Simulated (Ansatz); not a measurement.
Pair distribution function (total) of W (bcc), cell W54, begun in the crystal structure [in the run: it stayed crystalline; mean temperature 2289 K (target 2310 K); density 18.07 g/cm³, volume +7 % from the start crystal's; mean pressure -1.2 GPa against a target of 0; one k-point, which a denser mesh shifts by -0.2 GPa in pressure and 0.10 eV/Å in forces], from MD at 2289 K. Computed with PBE (plane waves, PAW; Ansatz, a first-principles code). Volume per atom 16.89 Å³, mean pressure -1.2 GPa. 

| r (Å) | g(r) |
|---|---|
| 1.82 | 0.00 |
| 1.86 | 0.00 |
| 1.90 | 0.00 |
| 1.94 | 0.00 |
| 1.98 | 0.00 |
| 2.02 | 0.00 |
| 2.06 | 0.00 |
| 2.10 | 0.00 |
| 2.14 | 0.00 |
| 2.18 | 0.00 |
| 2.22 | 0.00 |
| 2.26 | 0.00 |
| 2.30 | 0.01 |
| 2.34 | 0.04 |
| 2.38 | 0.08 |
| 2.42 | 0.19 |
| 2.46 | 0.38 |
| 2.50 | 0.70 |
| 2.54 | 1.16 |
| 2.58 | 1.65 |
| 2.62 | 2.12 |
| 2.66 | 2.62 |
| 2.70 | 3.06 |
| 2.74 | 3.28 |
| 2.78 | 3.29 |
| 2.82 | 3.25 |
| 2.86 | 2.98 |
| 2.90 | 2.76 |
| 2.94 | 2.54 |
| 2.98 | 2.37 |
| 3.02 | 2.14 |
| 3.06 | 2.11 |
| 3.10 | 2.04 |
| 3.14 | 2.09 |
| 3.18 | 1.96 |
| 3.22 | 1.89 |
| 3.26 | 1.73 |
| 3.30 | 1.57 |
| 3.34 | 1.34 |
| 3.38 | 1.15 |
| 3.42 | 0.91 |
| 3.46 | 0.73 |
| 3.50 | 0.51 |
| 3.54 | 0.37 |
| 3.58 | 0.26 |
| 3.62 | 0.17 |
| 3.66 | 0.10 |
| 3.70 | 0.07 |
| 3.74 | 0.03 |
| 3.78 | 0.02 |
| 3.82 | 0.01 |
| 3.86 | 0.00 |
| 3.90 | 0.00 |
| 3.94 | 0.01 |
| 3.98 | 0.01 |
| 4.02 | 0.02 |
| 4.06 | 0.04 |
| 4.10 | 0.08 |
| 4.14 | 0.14 |
| 4.18 | 0.22 |
| 4.22 | 0.35 |
| 4.26 | 0.48 |
| 4.30 | 0.66 |
| 4.34 | 0.85 |
| 4.38 | 1.04 |
| 4.42 | 1.19 |
| 4.46 | 1.36 |
| 4.50 | 1.53 |
| 4.54 | 1.56 |
| 4.58 | 1.59 |
| 4.62 | 1.55 |
| 4.66 | 1.42 |
| 4.70 | 1.22 |
| 4.74 | 1.04 |
| 4.78 | 0.86 |
| 4.82 | 0.70 |

From the above, determine where the first shell ends and the number of neighbours in it.

g is nil from 3.9 to 3.9 Å, so any cut there serves; 14.0 neighbours in the shell, from n = 4πρ∫r²g(r)dr.
